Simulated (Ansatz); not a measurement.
# Seebeck coefficient of heavily doped n-type CdTe (F-43m)

CdTe (F-43m), n-type; conventional cell a = b = c = 6.558 Å, α = β = γ = 90.00°. Computed with r2SCAN with spin-orbit coupling, rigid bands (plane waves, PAW; Ansatz, an electronic-structure program). Geometry: cell and atoms relaxed with r2SCAN. Sums run over bands interpolated from the self-consistent mesh; computed gap 0.91 eV. |S| is the size of the Seebeck coefficient, averaged over directions. Temperature 300 K; every row lies over 1.5 times the effective density of states N_c. For a degenerate gas in one parabolic band with a constant relaxation time, |S| = π²k_B²T·m*/(eħ²(3π²n)^(2/3)), a line through zero in x = (n/10¹⁹ cm⁻³)^(-2/3) with slope 650 μV/K × m*/mₑ.

```
electron density (cm⁻³)      x  |S| (μV/K)
-----------------------  -----  ----------
3e18                     2.231           ?
1e19                     1.000          62
3e19                     0.481          34
1e20                     0.215          19
3e20                     0.104          13
```

Fit |S| of the 4 rows that show it with a straight line. With u = x - 0.45, the rows have u = 0.55000, 0.03100, -0.23500, -0.34600. Means: u 0, |S| 32.0. About the means, the sum of products is 26.191 and the sum of squares of u is 0.47840; the slope is their ratio. Least squares gives |S| = 32.0 + 54.7·u. Residuals (row less fit): -0.1, 0.3, -0.1, -0.1; standard error 0.3 (degrees of freedom: 2). The slope gives m* ≈ 54.7/650 = 0.084 mₑ, and the line's value at x = 0 is 7 μV/K, where the simple form has zero.

**Question.** What does the fit predict for |S| at x = 2.231, and how far is the calculated value from it?

**Answer.** u = 1.78100, so |S| = 32.0 + 54.7 × 1.78100 = 129.4 μV/K. The calculation gives 117 μV/K, 12.4 μV/K below the prediction (11.9 % of the range of |S| in the table). The row lies outside the fitted rows, so this is an extrapolation. From the scatter of the fitted rows alone, a prediction at this place has a standard error of 0.7 μV/K, so the miss is 17.6 times that.

Left out, since |S| turns up again there as further valleys or bands fill: 1e21 cm⁻³. The withheld row is the least degenerate, at 4.4 times N_c. From the dilute limit the run's density-of-states mass is 0.090 mₑ. Within a few times N_c even one parabolic band lies under the degenerate line, which lowers the slope and lifts the intercept; non-parabolic bands and further valleys enter both too. Series that bend far from a line aren't tabulated. Rigid bands with a gap fixed in temperature, one relaxation time for all states and one kind of carrier; polarons and phonon drag are left out, and so is whether such doping can be reached.
